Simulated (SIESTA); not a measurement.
Input and output of a self-consistent single point for SrSbPt (P-6m2, 3 atoms in the cell) (SIESTA).

Computed with GGA PBEsol, numerical atomic orbitals DZP, PseudoDojo PBEsol standard norm-conserving potentials (rewritten from UPF to PSML) in SIESTA 5.4.2.

```
SrSbPt
1.0
    4.50717     0.00000     0.00000
   -2.25359     3.90332     0.00000
    0.00000     0.00000     4.63998
Sr Sb Pt
1 1 1
Cartesian
  0.00000   0.00000   0.00000
  2.25359   1.30111   2.31999
  0.00000   2.60222   2.31999
```

Reference input (self-consistent single point, DFT, LDA PW92, numerical atomic orbitals DZP, PseudoDojo LDA standard norm-conserving potentials (rewritten from UPF to PSML)): XC.functional = LDA; XC.authors = PW92; potentials = PseudoDojo LDA standard; PAO.BasisSize = DZP; PAO.EnergyShift = 0.01 Ry; MeshCutoff = 400 Ry; kgrid.MonkhorstPack = 6 6 5; OccupationFunction = MP; OccupationMPOrder = 0; ElectronicTemperature = 0.1 eV; MaxSCFIterations = 150; SCF.Mixer.Method = Broyden. This run's input differs from it in these lines:

```diff
@@ -1,2 +1,2 @@
-# files in the folder: Sr.psml Sb.psml Pt.psml (PseudoDojo LDA standard)
+# files in the folder: Sr.psml Sb.psml Pt.psml (PseudoDojo PBEsol standard)
 SystemName  SrSbPt
@@ -24,4 +24,4 @@
 
-XC.functional                LDA
-XC.authors                   PW92
+XC.functional                GGA
+XC.authors                   PBEsol
 PAO.BasisSize                DZP
```

Output (repeated stretches shortened):

```
        iscf     Eharris(eV)        E_KS(eV)     FreeEng(eV)     dDmax    Ef(eV) dHmax(eV)
   scf:    1    -6901.659036    -6937.568317    -6937.587150  1.258686 -2.425361 23.483023
   scf:    2    -6956.053148    -6948.376927    -6948.396632  0.379580 -3.225583 11.510960
   scf:    3    -6952.661214    -6951.431837    -6951.450748  0.307959 -3.801791  1.937823
   scf:    4    -6950.645553    -6951.282939    -6951.304854  0.129359 -4.098196  3.479368
   scf:    5    -6951.751273    -6951.575774    -6951.597842  0.148950 -3.986409  1.229570
   [... 8 lines left out ...]
   scf:   14    -6951.616663    -6951.616662    -6951.637946  0.000107 -3.890260  0.001762
   scf:   15    -6951.616664    -6951.616663    -6951.637946  0.000083 -3.890254  0.001375
   scf:   16    -6951.616665    -6951.616664    -6951.637946  0.000051 -3.890251  0.001061
   scf:   17    -6951.616665    -6951.616664    -6951.637946  0.000037 -3.890253  0.000817
SCF Convergence by DM+H criterion
max |DM_out - DM_in|         :     0.0000371412
max |H_out - H_in|      (eV) :     0.0008168136
SCF cycle converged after 17 iterations

Using DM_out to compute the final energy and forces

siesta: E_KS(eV) =            -6951.6167

siesta: E_KS - E_eggbox =     -6951.6167

siesta: Atomic forces (eV/Ang):
     1   -0.000006    0.000003   -0.000000
     2   -0.000137    0.000078   -0.000000
     3    0.000141   -0.000081   -0.000000
   Tot   -0.000001    0.000000   -0.000000
   Max    0.000141
   Res    0.000076    sqrt( Sum f_i^2 / 3N )
   Max    0.000141    constrained

Stress tensor Voigt[x,y,z,yz,xz,xy] (kbar):      -19.96      -19.86       17.90       -0.00       -0.00        0.08
(Free)E + p*V (eV/cell)    -6951.2658
Target enthalpy (eV/cell)    -6951.6379

   [... lines left out ...]
siesta: FreeEng =     -6951.637946
   [... lines left out ...]
siesta:    -0.012456    0.000051   -0.000000
siesta:     0.000051   -0.012397   -0.000000
siesta:    -0.000000   -0.000000    0.011175

siesta: Cell volume =         81.630912 Ang**3

siesta: Pressure (static):
siesta:                Solid            Molecule  Units
siesta:           0.00004966          0.00004967  Ry/Bohr**3
siesta:           0.00455925          0.00456095  eV/Ang**3
siesta:           7.30471814          7.30744362  kBar
```

The run converged in 17 iterations. Against the reference run the pressure goes from -1.41 to 0.73 GPa.

The starting cell comes from a database of computed structures (which also holds hypothetical and non-ambient phases and stackings), without a prior relaxation at this level. Spin polarisation is off. Values carry the incompleteness of an atom-centred basis.
